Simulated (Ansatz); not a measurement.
Functionals compared on a constructed model of the (111) surface of fcc Au, a pseudomorphic layer of V in the host's stacking (bottom of the slab: a bare face, its two planes held), in Ansatz (plane waves, PAW). The structure was relaxed with PBE; the other rows are single points on it. Cutoff 420 eV.

Set-up: 7 atoms, 14.5 Å thick at the start; mesh 15x15x1; 0.1 eV smearing; dipole correction on; 2 atoms held, the rest relaxed; symmetry of the start imposed; spin-polarised, ending with about 2.0 μB a cell; orders that need a larger cell were not tried, no spin-orbit, no U. It is one candidate, not shown to be the stable structure of the face. These notes are the PBE run's.

| functional | work function of the top face (eV) | magnetic moment of the cell (μB) | rough cost of the single point |
|---|---|---|---|
| PBE | 4.47 | 2.03 | – |
| RPBE | ___ | 2.18 | about 5 core-minutes (a rough figure) |

Q: Complete the blanks.

A: 
- RPBE, work function of the top face (eV): 4.37

Ansatz is a first-principles code.
